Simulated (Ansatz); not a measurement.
We consider BAs (model structure, started from the CdTe type, P6₄22, No. 181, 6 atoms in the cell), described by PBEsol+SOC (plane waves, PAW; Ansatz, an electronic-structure program).

Settings: plane-wave cutoff 520 eV, 18×18×8 k mesh (along the axes of the cell as run), Fermi–Dirac smearing 0.05 eV, PAW data made under PBE.

Cell (relaxed with PBEsol):

```yaml
crystal:
  lattice:
    - [3.42898, 0.00000, 0.00000]
    - [-1.71449, 2.96959, 0.00000]
    - [0.00000, 0.00000, 7.40315]
  atoms:
    - { symbol: B, position: [0.00000, 0.50000, 0.66667] }
    - { symbol: B, position: [0.50000, 0.50000, 0.00000] }
    - { symbol: B, position: [0.50000, 0.00000, 0.33333] }
    - { symbol: As, position: [0.00000, 0.50000, 0.16667] }
    - { symbol: As, position: [0.50000, 0.50000, 0.50000] }
    - { symbol: As, position: [0.50000, 0.00000, 0.83333] }
```

What does this level give for the band gap?


* **band gap**: 0.31 eV (on the SCF k mesh)

Note: the relaxation could raise the start's symmetry but not lower it, so the cell can be a saddle point.

Computed values are for the static lattice.

A model structure was made by putting elements into a prototype or built by hand; it is no filed structure, need not be a known phase, and can be a saddle point held by its symmetry.
